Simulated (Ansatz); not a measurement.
Cost and result by functional for the adsorption energy of SiH2 on the (100) surface of germanium (p(2x2) alternately buckled dimers; a constructed slab, bottom: dihydride, held), one in a cell of 66 Å², started at the site 'over Ge at depth 1.6 Å', in Ansatz (plane waves, PAW). Single points on the PBE structure, on one kind of machine; costs are rough ratios of the slab run's core time (references not counted) to the cheapest single point. r2SCAN's cost holds its higher cutoff (500 against 420 eV). Differences are taken against r2SCAN for comparison alone: no measured value is at hand, so the table doesn't rank accuracy.

Slab: 43 atoms, 11.3 Å thick at the start with caps and adatoms under the adsorbate (thin: gaps and levels are the slab's own); k 3x3x1, smearing 0.01 eV, dipole-corrected; 24 atoms held, the rest relaxed; no symmetry held; no spin, no spin-orbit, no U, no dispersion correction. At the end it is bonded to 2 Ge. In PBE it is, or lies within 0.03 eV of, the lowest of the starts that converged. These notes are the PBE run's. Adsorption energies are against SiH4(g) − H2(g). A negative adsorption energy means that the adsorbate is more stable on the surface than in its reference.

```json
[
 {"functional": "RPBE", "relative cost": "1", "adsorption energy (eV)": "0.06", "less r2SCAN (eV)": "0.25"},
 {"functional": "r2SCAN", "relative cost": "2", "adsorption energy (eV)": "-0.19", "less r2SCAN (eV)": "0.00"},
 {"functional": "PBE (the relaxed run's value)", "relative cost": "–", "adsorption energy (eV)": "-0.09", "less r2SCAN (eV)": "0.11"}
]
```

The values span 0.25 eV, while the single points' costs differ by a factor of roughly 2. Differences are of unrounded values.

Ansatz is a quantum-chemistry and plane-wave program.
